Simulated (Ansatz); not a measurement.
**SrTiO₃ (Pm-3m) under hydrostatic pressure**

Cell and atoms are relaxed with PBEsol to each stress (compression positive); bands and masses by PBEsol with spin-orbit coupling, rigid bands (plane waves, PAW; Ansatz, a quantum-chemistry and plane-wave program).

```
SrTiO3
1.0
    3.89113     0.00000     0.00000
    0.00000     3.89113     0.00000
    0.00000     0.00000     3.89113
Sr Ti O
1 1 3
Cartesian
  0.00000   0.00000   0.00000
  1.94556   1.94556   1.94556
  1.94556   0.00000   1.94556
  0.00000   1.94556   1.94556
  1.94556   1.94556   0.00000
```

```csv
stress (GPa),ln(V/V₀) (%),gap (eV),mean mₑ*
-2.00,1.10,1.817,0.66
0,0,1.837,0.65
2.00,-1.05,1.856,0.64
5.00,-2.54,1.881,0.63
10.00,-4.84,1.920,0.62
```

 Masses are conductivity masses at 300 K in electron masses, harmonic means over x, y and z.

**Question.** Estimate the bulk modulus from the two loads next to zero.

**Answer.** B ≈ −Δp/Δln V = 4.00 GPa/2.15 % = 186 GPa (PBEsol), a mean over this interval.

**Question.** How fast does the gap move on either side of zero load?

**Answer.** Under tension, (1.817 − 1.837) eV over -2.00 GPa = 10 meV/GPa, or about -1.8 eV per unit ln V; under compression, (1.881 − 1.837) eV over 5.00 GPa = 9 meV/GPa, or about -1.7 eV per unit ln V. The two slopes part by 1 meV/GPa; gaps are resolved to about 0.01 eV, which allows 7 meV/GPa, so these rows don't tell them apart.

Masses are those of dilute carriers in rigid bands with one relaxation time, without polarons. Third decimals of gaps are kept for the arithmetic. Every relaxation keeps the starting phase (space group Pm-3m under this load), so a transition, a distortion that breaks the symmetry or fracture can't show.
